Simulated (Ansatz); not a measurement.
Consider LiNbO₂ (space group P6_3/mmc, No. 194; a = 2.892 Å, c = 10.393 Å). Axes: x lies along a and z along c of the hexagonal cell.

Method: Kohn–Sham DFT with the PBEsol functional, run in Ansatz (a first-principles code) with PAW and 420 eV plane waves, no spin-orbit coupling.

It is then changed as follows: the cell is compressed by 1.17 % along z with no lateral relaxation; the atoms relax in the strained cell.

Predict the stress tensor and what it implies for the stiffness.

Stress of the strained cell less that of the base (GPa, compression positive):
```
   0.55    0.00    0.00
   0.00    0.55    0.00
   0.00    0.00    3.05
```

Then −Δσ_ii/ε with ε = -0.0117 gives relaxed-ion elastic constants: C33 ≈ 261 GPa, C13 ≈ 47 GPa and C23 ≈ 47 GPa.

Stability against distortions was not tested.
